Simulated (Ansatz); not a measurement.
Model: Si(111) 1x1 surface, 6 top atoms, 3 bilayers, bottom bilayer H-capped and fixed, every top atom capped by F; cell 11.5 x 6.6 Å; about 7 Å thick over the host's atoms, 18 atoms held. Method: PBE-D3(BJ) (plane waves to 420 eV, PAW; Ansatz, a program for electronic structure). k mesh 1 x 2 x 1. The slab states were run without spin polarisation. Results hold for this slab, coverage and mesh. No zero-point or entropy terms are included. Each state was relaxed from one prepared geometry.

End state of this step: HF adds across Si-Si bond number 3 of a surface Si: F to it, H to its neighbour. Atoms near the product:

```
atom    x (Å)   y (Å)   z (Å)
------  -----  ------  ------
Si(1)   1.904   3.338   9.511
F(15)   1.835   3.359  11.131
Si(17)  5.732   3.353  12.893
Si(19)  3.741   4.484   8.717
F(30)   3.825  -0.004  11.148
F(31)   7.141   2.903  12.349
F(46)   7.722   0.034  11.159
F(47)   9.762   3.348  11.137
F(p0)   4.659   3.032  11.776
H(p1)   5.798   2.347   9.333
F(q0)   5.736   4.904  13.163
H(q1)   4.964   3.805   9.175
F(r0)   5.386   2.573  14.213
H(r1)   6.703   3.809   9.455
```

**Question.** What energy does it take to move SiF4 into the gas, one a cell, with the surface relaxed behind it, and what are its closest contacts before it leaves?

**Answer.** 0.25 eV. Its closest contacts to the rest of the cell: F(p0)...H(q1) 2.73 Å, F(p0)...H(p1) 2.78 Å, F(p0)...F(15) 2.92 Å.
